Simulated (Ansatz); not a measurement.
# NiSi2 under load (space group Fm-3m): band-structure transport figures

```xyz
3
Lattice="0.0000 2.6699 2.6699 2.6699 0.0000 2.6699 2.6699 2.6699 0.0000" Properties=species:S:1:pos:R:3 pbc="T T T"
Si     1.3349     1.3349     1.3349
Si     4.0048     4.0048     4.0048
Ni     0.0000     0.0000     0.0000
```

The numbers are results of PBEsol, rigid bands (plane waves, PAW, scalar-relativistic; Ansatz, a program for electronic structure), not measurements. Condition of this run: hydrostatic pressure 5 GPa (the target of the relaxation). Geometry: cell and atoms relaxed with PBEsol, then loaded as said.

The density of states at the Fermi level is 0.853 states/(eV·cell), both spins, the bare Sommerfeld coefficient is 0.67 mJ/(mol of atoms·K²) and the drude plasma energy comes out as 5.4 eV. The root-mean-square Fermi velocity comes out as 7.1e5 m/s. The resistivity times τ is 16.6 ×10⁻²² Ω·m·s.

A metal at this level (no band gap); rigid bands, thermally averaged at 300 K, both spins. Spin-orbit coupling is left out. τ is one relaxation time for all states.

Treated as nonmagnetic (a ferromagnetic start lost its moment, other orders weren't tried): NiSi2 under load (space group Fm-3m).
